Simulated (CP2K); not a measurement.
Input and output of a self-consistent single point for MnF2 (Cmm2, 6 atoms in the cell) (CP2K).

Computed with LDA (Pade form), GAPW, pob-TZVP-rev2 basis, all electrons, non-relativistic (CP2K).

```yaml
crystal:
  lattice:
    - [4.84565, 0.00000, 0.00000]
    - [0.00000, 4.84565, 0.00000]
    - [0.00000, 0.00000, 3.29345]
  atoms:
    - { symbol: Mn, position: [0.00000, 0.00000, 0.01518], spin: 5.0 }
    - { symbol: Mn, position: [0.50000, 0.50000, 0.50000], spin: -5.0 }
    - { symbol: F, position: [0.30500, 0.30500, 0.00000] }
    - { symbol: F, position: [0.80500, 0.19500, 0.50000] }
    - { symbol: F, position: [0.19500, 0.80500, 0.50000] }
    - { symbol: F, position: [0.69500, 0.69500, 0.00000] }
```
(The spins are starting values, not results.)

Reference input (self-consistent single point, DFT LDA (Pade form), GPW, DZVP-MOLOPT-SR-GTH basis, GTH-PADE potentials (GTH_POTENTIALS)): UKS = T; CUTOFF = 600 Ry; REL_CUTOFF = 50 Ry; SMEAR/METHOD = FERMI_DIRAC; ELECTRONIC_TEMPERATURE = 232.09 K; KPOINTS/SCHEME = MONKHORST-PACK 2 2 3; GAMMA_CENTERED = T; XC_FUNCTIONAL = PADE; Mn1/BASIS_SET = DZVP-MOLOPT-SR-GTH; Mn1/POTENTIAL = GTH-PADE-q15; Mn2/BASIS_SET = DZVP-MOLOPT-SR-GTH; Mn2/POTENTIAL = GTH-PADE-q15. This run's input differs from it in these lines:

```diff
@@ -9,4 +9,4 @@
   &DFT
-    BASIS_SET_FILE_NAME BASIS_MOLOPT
-    POTENTIAL_FILE_NAME GTH_POTENTIALS
+    BASIS_SET_FILE_NAME BASIS_pob
+    POTENTIAL_FILE_NAME POTENTIAL
     UKS T
@@ -14,3 +14,3 @@
     &QS
-      METHOD GPW
+      METHOD GAPW
       EPS_DEFAULT 1E-11
@@ -18,3 +18,3 @@
     &MGRID
-      CUTOFF 600
+      CUTOFF 400
       REL_CUTOFF 50
@@ -26,3 +26,3 @@
       MAX_SCF 100
-      ADDED_MOS 10 10
+      ADDED_MOS 14 14
       &DIAGONALIZATION
@@ -82,4 +82,4 @@
       ELEMENT Mn
-      BASIS_SET DZVP-MOLOPT-SR-GTH
-      POTENTIAL GTH-PADE-q15
+      BASIS_SET pob-TZVP-rev2
+      POTENTIAL ALL
       MAGNETIZATION 5
@@ -88,4 +88,4 @@
       ELEMENT Mn
-      BASIS_SET DZVP-MOLOPT-SR-GTH
-      POTENTIAL GTH-PADE-q15
+      BASIS_SET pob-TZVP-rev2
+      POTENTIAL ALL
       MAGNETIZATION -5
@@ -93,4 +93,4 @@
     &KIND F
-      BASIS_SET DZVP-MOLOPT-SR-GTH
-      POTENTIAL GTH-PADE-q7
+      BASIS_SET pob-TZVP-rev2
+      POTENTIAL ALL
     &END KIND
```

The program printed (abridged):

```
 SCF WAVEFUNCTION OPTIMIZATION

  Step     Update method      Time    Convergence         Total energy    Change
     1 NoMix/Diag. 0.30E+00      -     1.45356518     -2694.8527646607 -2.69E+03
     2 Broy./Diag. 0.30E+00      -     0.04400381     -2694.8992223975 -4.65E-02
     3 Broy./Diag. 0.30E+00      -     0.03420738     -2698.3622913993 -3.46E+00
     4 Broy./Diag. 0.30E+00      -     0.03427702     -2693.3626840416  5.00E+00
     5 Broy./Diag. 0.30E+00      -     0.03101788     -2694.6816478622 -1.32E+00
     6 Broy./Diag. 0.30E+00      -     0.03071462     -2694.7897635427 -1.08E-01
   [... 90 lines left out ...]
    97 Broy./Diag. 0.30E+00      -     0.00000260     -2694.7476476411 -7.45E-05
    98 Broy./Diag. 0.30E+00      -     0.00000213     -2694.7475691438  7.85E-05
    99 Broy./Diag. 0.30E+00      -     0.00000193     -2694.7476223030 -5.32E-05
   100 Broy./Diag. 0.30E+00      -     0.00000153     -2694.7475694924  5.28E-05
  Leaving inner SCF loop after reaching   100 steps.

  Overlap energy of the core charge distribution:               0.00000000000000
  Self energy of the core charge distribution:              -1384.33161275932366
  Core Hamiltonian energy:                                  -1404.08314294028719
  Hartree energy:                                             196.42606649451099
   [... lines left out ...]
  Fermi energy:                                                 0.20068501904146
  Total energy:                                             -2694.74756949236689
   [... lines left out ...]
 *  /   \                                                                      *
 * [ABORT]                                                                     *
 *  \___/     SCF run NOT converged. To continue the calculation regardless,   *
 *    |             please set the keyword IGNORE_CONVERGENCE_FAILURE.         *
 *  O/|                                                                        *
 * /| |                                                                        *
 * / \                                                            qs_scf.F:702 *
 *******************************************************************************

 ===== Routine Calling Stack =====

            4 scf_env_do_scf
            3 qs_energies
            2 qs_forces
            1 CP2K
Abort(1) on node 0 (rank 0 in comm 0): application called MPI_Abort(MPI_COMM_WORLD, 1) - process 0
```

The run ended unconverged after 100 iterations. 

The starting cell has typed, rounded lattice constants, without a prior relaxation at this level. Its lattice was rescaled by up to half a per cent. One atom was moved a little off its site on purpose. Values carry the incompleteness of an atom-centred basis.

Cost on one core of a shared machine: roughly 3 min.
